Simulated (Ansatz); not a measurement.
The starting structures come from a database of crystals and need not be the phases stable at ambient conditions.

 Where the default PAW files enter, the runs use the earlier of Ansatz's two default sets.

```xyz
6
Lattice="5.5592 0.0000 0.0000 0.0000 5.5592 0.0000 2.7796 -2.7796 4.3370" Properties=species:S:1:pos:R:3 pbc="T T T"
Si     2.7796     0.0000     2.1685
Si     0.0000     0.0000     0.0000
S      7.1324    -1.3898     3.2527
S      1.3898     1.2064     1.0842
S      3.9860     1.3898     3.2527
S      4.1694     4.3528     1.0842
```

Space group of this cell: I-42d. The cell is taken as given.

All values below come from r2SCAN (plane waves, PAW; Ansatz, an electronic-structure program).

The current runs along the normal of the first two printed vectors; no spin-orbit coupling. Scaled by the factor s: all lengths (ions clamped). Meshes 8×8×8 and 6×6 across the current in all rows.

```
s     mean pressure (GPa)  band gap (eV)
----  -------------------  -------------
0.98                  6.0           3.48
1.00                  0.2           3.57
1.02                 -4.1              ?
```

### Question
Take the slope of the band gap against ln s from the two given rows, extrapolate to s = 1.02, and say what the run there gives.

### Answer
Slope = (3.48 − 3.57) / ln 0.98 = 4.45 eV. The line gives 3.57 + (4.45) × ln 1.02 = 3.66 eV. The run gives 3.61 eV, 0.05 eV under the line, 55 % of the predicted step.
